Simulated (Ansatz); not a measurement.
ScAl3N4 (model structure, P-6m2, No. 187, 8 atoms in the cell) was calculated with PBE in Ansatz (plane waves, PAW).

Numerical settings: plane-wave cutoff 520 eV, 12×12×4 k mesh (along the axes of the cell as run), Fermi–Dirac smearing 0.01 eV, scalar-relativistic PAW data made under PBE.

Cell (relaxed with PBEsol):

```xyz
8
Lattice="3.4358 0.0000 0.0000 -1.7179 2.9755 0.0000 0.0000 0.0000 8.3651" Properties=species:S:1:pos:R:3 pbc="T T T"
Al     0.0000     0.0000     0.0836
Al     0.0000     1.9837     2.0957
N      0.0000     0.0000     2.0956
N      0.0000     1.9837     4.0846
Al     0.0000     0.0000     4.1077
Sc     0.0000     1.9837     6.2782
N      0.0000     0.0000     6.2782
N      0.0000     1.9837     0.1067
```

Problem. What does this level give for the band gap and smallest direct gap on the k points sampled?

Solution. 
- band gap = 2.66 eV (indirect)
- smallest direct gap on the k points sampled = 2.88 eV

Note: the relaxation could raise the start's symmetry but not lower it, so the cell can be a saddle point; cell and atoms aren't relaxed at this level (largest force component 0.05 eV/Å, pressure 4.2 GPa).

The computed numbers hold no vibrational or temperature effects.

Computing time: around 30 core-seconds (rough).

A model structure was made by putting elements into a prototype or built by hand; it is no filed structure, need not be a known phase, and can be a saddle point held by its symmetry.

Ansatz is an electronic-structure program.
